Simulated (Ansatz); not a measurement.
# SiC: pressure series

Take SiC in the zinc blende structure (space group F-43m, No. 216; a = 4.380 Å) as the base.

Cell and atoms are relaxed at each pressure.

Calculations: PBE/PAW in Ansatz (an electronic-structure program), scalar-relativistic without spin-orbit coupling.

Candidates:
(a) pressure 22.5 GPa
(b) pressure 2.1 GPa
(c) pressure −1 GPa
(d) pressure 4.5 GPa
(e) pressure 30 GPa

For the base:

The width of the top valence band is 4.63 eV.

Question: Order them by width of the top valence band, highest first.

Answer: (e) pressure 30 GPa (5.07 eV), (a) pressure 22.5 GPa (4.98 eV), (d) pressure 4.5 GPa (4.70 eV), (b) pressure 2.1 GPa (4.66 eV), (c) pressure −1 GPa (4.61 eV)

The levels and masses belong to the bands next to the band gap. Load acts through the strain it causes; cell and atoms are relaxed under it. Stability against distortions was not tested. Competing high-pressure phases were not computed.
